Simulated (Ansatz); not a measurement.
Adsorption energy and surface dipole of F on the 1x1 (100) surface of fcc Cu, one in a 2x2 cell, started at the site 'bridge Cu-Cu (span 2.6 Å)', worked from the runs' numbers; total energies count from the potentials' own zero.

Computed with PBE (plane waves to 420 eV, PAW; Ansatz, a program for electronic structure).

Model: 17-atom slab, 5.3 Å thick at the start under the adsorbate (thin: gaps and levels are the slab's own), 6x6x1 mesh, Fermi-Dirac 0.1 eV, dipole correction, 8 atoms held, the rest relaxed; symmetry of the start imposed; no spin, no spin-orbit, no U, no dispersion correction. At the end it is bonded to 2 Cu. In PBE it is, or lies within 0.03 eV of, the lowest of the starts that converged.

| quantity | value |
|---|---|
| slab with the adsorbate | -106806.360 eV |
| clean slab, same cell and mesh | -105997.851 eV |
| reference, ½ F2(g) | -805.593 eV |
| area of the cell | 26.35 Å² |
| change of the step from the bottom to the top vacuum level | 1.237 eV |

Task: What is the adsorption energy against this reference?

Result: E(slab + adsorbate) − E(slab) − E(reference) = -2.92 eV, so in this state the adsorbate is more stable than in the reference, at a coverage of 3.79 a nm².

Task: What dipole does adsorption add to the slab along the outward normal (Helmholtz relation, ε₀ = 0.005526 e/(V·Å))?

Result: p = −ε₀·A·ΔV = -0.180 e·Å = -0.87 D; its negative end points to the vacuum, which raises the vacuum level.
